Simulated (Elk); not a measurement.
A self-consistent single point of Te2Au (C2/m, 3 atoms in the cell) with Elk.

Method: PBEsol, all-electron FP-LAPW, Elk's shipped species files, LAPW+lo basis run with Elk.

```
Te2Au
1.0
    3.62209    -2.10455     0.00000
    3.62209     2.10455     0.00000
   -0.01077     0.00000     5.19449
Te Au
2 1
Cartesian
  2.30539   0.00000   1.50183
  4.92801   0.00000   3.69266
  0.00000   0.00000   0.00000
```

Reference input (self-consistent single point, DFT, PBEsol, all-electron FP-LAPW, Elk's shipped species files, LAPW+lo basis): xctype = 22; rgkmax = 7.5; stype = 0; swidth = 0.00367493 Ha; ngridk = 7 7 5; gmaxvr = 14 1/bohr; nxoapwlo = 1; rmtscf = 0.9. This run's input differs from it in these lines:

```diff
@@ -43,3 +43,3 @@
 ngridk
-  7 7 5
+  5 5 4
```

Output (repeated stretches shortened):

```
│ Self-consistent loop started │
│ Loop number : 1 │
 total energy                :     -32617.5712777
│ Loop number : 2 │
 total energy                :     -32618.6838300
RMS change in Kohn-Sham potential (target) :   0.2648599200     (  0.1000000000E-05)
Absolute change in total energy (target)   :    1.112552296     (  0.1000000000E-03)
│ Loop number : 3 │
 total energy                :     -32622.2239785
RMS change in Kohn-Sham potential (target) :   0.2241133418     (  0.1000000000E-05)
Absolute change in total energy (target)   :    3.818286614     (  0.1000000000E-03)
│ Loop number : 4 │
   [... lines left out ...]
Absolute change in total energy (target)   :   0.1036915357E-02 (  0.1000000000E-03)
│ Loop number : 14 │
 total energy                :     -32630.8387209
RMS change in Kohn-Sham potential (target) :   0.3113406448E-06 (  0.1000000000E-05)
Absolute change in total energy (target)   :   0.2353945238E-03 (  0.1000000000E-03)
│ Loop number : 15 │
 total energy                :     -32630.8387014
RMS change in Kohn-Sham potential (target) :   0.1888291883E-06 (  0.1000000000E-05)
Absolute change in total energy (target)   :   0.7835952420E-04 (  0.1000000000E-03)
Convergence targets achieved

│ Loop number : 16 │

Energies :
 Fermi                       :     0.271978165135
 total energy                :     -32630.8387107

Density of states at Fermi energy :    45.09771770
 (states/Hartree/unit cell)

Estimated indirect band gap :   0.3481825201E-02
 from k-point     21 to k-point      8
Estimated direct band gap   :   0.1677737701E-01
 at k-point     15

Charges :
 core                        :    120.0000000
 valence                     :    63.00000000
 interstitial                :    7.408062073
 muffin-tins (core leakage)
  species :    1 (Te)
   atom    1                 :    49.05570790     (  0.1702193834E-02)
   atom    2                 :    49.05570790     (  0.1702193834E-02)
  species :    2 (Au)
   atom    1                 :    77.48052212     (  0.4404225831E-03)
 total in muffin-tins        :    175.5919379
 total calculated charge     :    182.9898661
 total charge                :    183.0000000
 error                       :   0.1013388072E-01

│ Self-consistent loop stopped │
```

The run converged in 16 iterations. The count includes the last loop, which Elk runs after its targets are met. Against the reference run the total energy goes up by 5.1 meV/atom.

The starting cell comes from a database of computed structures (which also holds hypothetical and non-ambient phases and stackings), without a prior relaxation at this level. Spin-orbit coupling is off. Values depend on the basis (sphere radii, cutoffs, local orbitals), which need not be converged. The run gives no clean gap (levels at the Fermi energy touch, overlap or are partly filled at this smearing), which alone does not show that the compound is a metal. The log's line on a gap gives a spacing of levels on this mesh, which the program prints for metals too.

Cost on one core of a shared machine: roughly 30 s.
